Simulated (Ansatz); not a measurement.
**TiH2, response to strain**

The reference is TiH$_{2}$ (space group P4/nmm, No. 129; a cell from a computed database, its experimental status unchecked).

```xyz
6
Lattice="2.8909 0.0000 0.0000 0.0000 2.8909 0.0000 0.0000 0.0000 4.8117" Properties=species:S:1:pos:R:3 pbc="T T T"
Ti     1.4454     0.0000     1.2690
Ti     0.0000     1.4454     3.5426
H      1.4454     1.4454     0.0000
H      0.0000     0.0000     0.0000
H      0.0000     1.4454     1.6559
H      1.4454     0.0000     3.1557
```

Cartesian axes are those of the cell as printed.

Strains are applied to the cell and any free atomic positions relax; under biaxial strain the out-of-plane vector relaxes too.

Calculations: PBEsol (Ansatz, a first-principles code; PAW; 420 eV plane waves; spin-orbit coupling left out).

Notes on the quantities. pressure: mean of the normal stresses, compression positive.

```tsv
change	pressure	space group	shortest interatomic distance
base	0.0 GPa	P4/nmm (No. 129)	1.887 Å
biaxial strain +0.54 %, plane normal [001], relaxed out of plane	?	P4/nmm (No. 129)	1.885 Å
isotropic strain −0.76 %	3.7 GPa	P4/nmm (No. 129)	1.877 Å
uniaxial strain ε_xx = −5.49 %	?	Pmmn (No. 59)	?
```

Task: Complete the table.

Result: 
- biaxial strain +0.54 %, plane normal [001], relaxed out of plane, pressure: -1.0 GPa
- uniaxial strain ε_xx = −5.49 %, pressure: 10.0 GPa
- uniaxial strain ε_xx = −5.49 %, shortest interatomic distance: 1.874 Å

Without a gap, meshes like the base's 16×16×10 leave anisotropic stresses uncertain by several tenths of a GPa, and small strain energies with them. Whether these cells are dynamically stable was not tested. The final runs are not spin-polarised.
